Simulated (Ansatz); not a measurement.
**PBE-D3(BJ) against r2SCAN+rVV10: Bi, Bi → As**

Start from Bi in the A7 type structure (space group R-3m, No. 166; a = 4.533 Å, c = 11.654 Å (hexagonal axes)).

(Cell as relaxed with PBE-D3(BJ).)

Levels (all Ansatz, a quantum-chemistry and plane-wave program, PAW): PBE-D3(BJ) (420 eV, no spin-orbit coupling); r2SCAN+rVV10 (500 eV, spin-orbit coupling left out).

Each level relaxes its own structure.

```tsv
base	PBE-D3(BJ)	r2SCAN+rVV10
volume per atom	34.57 Å³	35.48 Å³
lattice parameter a	4.533 Å	4.521 Å
band gap	zero	zero
```

One thing is altered: As takes the place of Bi on all its sites; the structure is relaxed again.

```json
[
 {"quantity": "c/a ratio", "PBE-D3(BJ)": "2.672", "r2SCAN+rVV10": "2.854"},
 {"quantity": "shortest interatomic distance", "PBE-D3(BJ)": "2.535 Å", "r2SCAN+rVV10": "2.517 Å"},
 {"quantity": "band gap", "PBE-D3(BJ)": "zero", "r2SCAN+rVV10": "zero"}
]
```

PBE-D3(BJ)'s c/a ratio lies 0.182 below r2SCAN+rVV10's; PBE-D3(BJ)'s shortest interatomic distance lies 0.0175 Å above r2SCAN+rVV10's (0.7 %); the two agree on the band gap. The two levels end in clearly different cell shapes (a soft spacing or a collapse), which may drive these differences. Neither level is exact; r2SCAN+rVV10 is the comparison here, not a measurement.

With Bi present, leaving out spin-orbit coupling can change the band edges. No phonon test of stability was made.
